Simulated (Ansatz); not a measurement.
System: RuAl (model structure, within 0.1 Å of Pm-3m, No. 221, 4 atoms in the cell). Method: LDA (plane waves, PAW; Ansatz, a program for electronic structure).

Numerical settings: plane-wave cutoff 520 eV, 14×20×12 k mesh (along the axes of the cell as run), Fermi–Dirac smearing 0.05 eV, no spin polarisation, scalar-relativistic PAW data made under PBE.

Cell (relaxed at this level):

```xyz
4
Lattice="4.1756 0.0000 0.0000 0.0000 2.9554 0.0000 0.0000 0.0000 4.1765" Properties=species:S:1:pos:R:3 pbc="T T T"
Ru     1.0439     0.0000     3.1324
Ru     3.1317     0.0000     1.0441
Al     1.0439     1.4777     1.0441
Al     3.1317     1.4777     3.1323
```

### Question
Give the computed bulk modulus.

### Answer

- bulk modulus: 232 GPa

Note: the run has no spin polarisation, so it can have missed a magnetic state; the bulk modulus is −V dP/dV from two relaxed cells at ±2 % in volume.

Computed values are for the static lattice.

A model structure was made by putting elements into a prototype or built by hand; here it ended with the formula and space group of a phase in our tables.
